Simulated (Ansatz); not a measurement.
The reference is a 16-atom supercell of SnO in the litharge type structure (space group P4/nmm, No. 129; a = 3.837 Å, c = 4.759 Å; layered, stacked along the Cartesian z axis) at its relaxed geometry.

(Cell as relaxed with PBE-D3(BJ).)

Levels (all Ansatz, a first-principles code, PAW): PBE-D3(BJ) (420 eV, no spin-orbit coupling); r2SCAN+rVV10 (500 eV, no spin-orbit coupling).

Each level relaxes its own structure.

Perturbation: a neutral F on a O site, atoms relaxed at fixed cell, starting from a slightly rattled geometry.

| quantity | PBE-D3(BJ) | r2SCAN+rVV10 |
|---|---|---|
| largest displacement of a host atom from its site in the perfect cell | 0.16 Å | 0.16 Å |
| pressure | -0.5 GPa | -0.8 GPa |

PBE-D3(BJ)'s pressure lies 0.3 GPa above r2SCAN+rVV10's; the two agree on the largest displacement of a host atom from its site in the perfect cell. Neither level is exact; r2SCAN+rVV10 is the comparison here, not a measurement.

The cell is small, so the values are those of an ordered compound at a high defect concentration; dilute-limit values will differ. The mesh was chosen for an insulator and is coarse for the gapless case. The final runs are not spin-polarised.
